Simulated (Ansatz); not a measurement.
Start from InSb in the zinc blende structure (space group F-43m, No. 216; a = 6.635 Å).

(Cell as relaxed with PBE.)

Levels (all Ansatz, a quantum-chemistry and plane-wave program, PAW, earlier PAW set): PBE (420 eV, no SOC); r2SCAN (500 eV, spin-orbit coupling left out).

Each level relaxes its own structure.

```csv
base,PBE,r2SCAN
volume per atom,36.51 Å³,35.24 Å³
lattice parameter a,12.538 bohr,12.391 bohr
band gap,zero,zero
```

It is then changed as follows: a hydrostatic pressure of 75 GPa.

```json
[
 {"quantity": "lattice parameter a", "PBE": "10.434 bohr", "r2SCAN": "[?]"},
 {"quantity": "gap character", "PBE": "indirect, Γ → Γ–X (87 % along)", "r2SCAN": "[?]"}
]
```

**Question.** What does r2SCAN give?

**Answer.** 
- lattice parameter a, r2SCAN: 10.427 bohr
- gap character, r2SCAN: indirect, Γ → Γ–X (87 % along)

PBE's lattice parameter a lies 0.0077 bohr above r2SCAN's (0.1 %); the two agree on the gap character. Neither level is exact; r2SCAN is the comparison here, not a measurement.

Spin-orbit coupling, missing from the scalar runs, can matter with Sb. Load acts through the strain it causes; cell and atoms are relaxed under it. Stability against distortions was not tested. Tetrahedral semiconductors of this kind turn to denser phases somewhere between about 1 and 50 GPa; those were not computed, so compressed cells here can lie past the real transition. The final runs are not spin-polarised. Gaps under 0.05 eV, about the width of the smearing, are given as zero. A zero or small gap of InSb can be the functional's error rather than a property of the material.
